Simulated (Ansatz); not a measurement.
# MgS under a change: isotropic strain −1.50 %

Start from MgS in the rock salt structure (space group Fm-3m, No. 225; a = 5.2297 Å).

Modification: an isotropic linear strain of −1.50 %; the atoms relax in the strained cell.

The values are results of Kohn–Sham DFT with the PBE functional, run in Ansatz (a first-principles code) with PAW and 420 eV plane waves, no spin-orbit coupling, not measurements. Γ-centred 11×11×11 mesh, Fermi–Dirac width 0.05 eV.

The volume per atom drops by 0.79 Å³ (17.88 Å³ → 17.09 Å³) and the space group stays Fm-3m (No. 225). The shortest interatomic distance decreases by 0.039 Å to 2.576 Å and the energy increases by 8.8 meV/atom. The band gap grows by 0.096 eV to 2.85 eV and the gap character remains indirect, Γ → X. The smallest direct gap goes up by 0.36 eV (3.60 eV → 3.96 eV) and the mean gap deformation potential ΔEg/Δln V is -2.1 eV. The electron mass is still 0.52 mₑ along k, 0.29 mₑ across (at X) and the valley order (the lowest conduction-band minima on the path, energy above the VBM, named in the base's zone) changes from X along ⟨100⟩ 2.76 eV; Γ 3.60 eV to X along ⟨100⟩ 2.85 eV; Γ 3.96 eV.

Final structure:

```
CELL_PARAMETERS angstrom
      0.00000     2.57562     2.57562
      2.57562     0.00000     2.57562
      2.57562     2.57562     0.00000
ATOMIC_POSITIONS crystal
  Mg 0.00000 0.00000 0.00000
  S  0.50000 0.50000 0.50000
```

Masses are band curvatures over ±0.01 Å⁻¹ around the edge. Along k means along the line from Γ to the band edge. Stability against distortions was not tested.
